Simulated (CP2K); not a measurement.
## How a calculation on CsLi3F4 (C2/m, 16 atoms in the cell) responds to its settings

```
CELL_PARAMETERS angstrom
      5.89637     0.00000     0.00000
      3.18686     4.96096     0.00000
     -2.61219    -1.42670     7.40667
ATOMIC_POSITIONS crystal
  Cs 0.66755 0.66755 0.26756
  Cs 0.33245 0.33245 0.73244
  Li 0.99933 0.99933 0.69022
  Li 0.00067 0.00067 0.30978
  Li 0.39195 0.39195 0.32830
  Li 0.60805 0.60805 0.67170
  Li 0.20530 0.20530 0.03674
  Li 0.79470 0.79470 0.96326
  F  0.25036 0.74964 0.50000
  F  0.74964 0.25036 0.50000
  F  0.87016 0.37066 0.86491
  F  0.12984 0.62934 0.13509
  F  0.62934 0.12984 0.13509
  F  0.37066 0.87016 0.86491
  F  0.18912 0.18912 0.27768
  F  0.81088 0.81088 0.72232
```

Base run A: PBEsol, GPW, DZVP-MOLOPT-SR-GTH basis, GTH-PBE potentials (GTH_POTENTIALS) (CP2K 2026.2), self-consistent single point.

Its settings: CUTOFF = 550 Ry; REL_CUTOFF = 50 Ry; KPOINTS/SCHEME = MONKHORST-PACK 5 5 3; XC_FUNCTIONAL = PBE:PBESOL; Cs/BASIS_SET = DZVP-MOLOPT-SR-GTH-q9; Cs/POTENTIAL = GTH-PBE-q9; Li/BASIS_SET = DZVP-MOLOPT-SR-GTH-q3; Li/POTENTIAL = GTH-PBE-q3; F/BASIS_SET = DZVP-MOLOPT-SR-GTH-q7; F/POTENTIAL = GTH-PBE-q7; METHOD = GPW; EPS_DEFAULT = 1e-10; NGRIDS = 5; SCF_GUESS = ATOMIC; EPS_SCF = 1e-07; MAX_SCF = 100; ADDED_MOS = 15; MIXING/METHOD = BROYDEN_MIXING; MIXING/ALPHA = 0.4; MIXING/NBUFFER = 12.

The starting cell comes from a database of computed structures (which also holds hypothetical and non-ambient phases and stackings), without a prior relaxation at this level. Values carry the incompleteness of an atom-centred basis. The potentials were made for another functional than the one used.

A dash stands where there is no value to compare (another energy zero or no entropy term, no result, no spin, no clean gap, or a mesh too coarse for one). 

Run A gave: pressure (GPa) -1.95; largest force (eV/Å) 0.188; gap on the mesh (eV) 6.656.

Runs:
- B: PAIR_POTENTIAL/TYPE: default → DFTD3; REFERENCE_FUNCTIONAL: default → PBEsol; R_CUTOFF: default → 15 angstrom [PBEsol-D3(0)]
- C: PAIR_POTENTIAL/TYPE: default → DFTD3(BJ); REFERENCE_FUNCTIONAL: default → PBEsol; R_CUTOFF: default → 15 angstrom [PBEsol-D3(BJ)]
- D: PAIR_POTENTIAL/TYPE: default → DFTD3(BJ); REFERENCE_FUNCTIONAL: default → PBEsol; R_CUTOFF: default → 15 angstrom; CALCULATE_C9_TERM: default → T [PBEsol-D3(BJ)+ATM]

### Question
What does run D change against A?

### Answer
The pressure goes from -1.95 to -3.41 GPa, the largest force stays at 0.188 eV/Å and the gap on the mesh stays at 6.656 eV.

### Question
What does run B change against A?

### Answer
The pressure goes from -1.95 to -2.99 GPa, the largest force hardly changes (0.188 to 0.191 eV/Å) and the gap on the mesh stays at 6.656 eV.

| run | pressure (GPa) | largest force (eV/Å) | gap on the mesh (eV) | dispersion energy (eV/atom) |
|---|---|---|---|---|
| A | -1.95 | 0.188 | 6.656 | – |
| B | -2.99 | 0.191 | 6.656 | -0.108 |
| C | -3.58 | 0.188 | 6.656 | -0.135 |
| D | -3.41 | 0.188 | 6.656 | -0.127 |

Left out of this page: 1 run of the series held back from this collection.
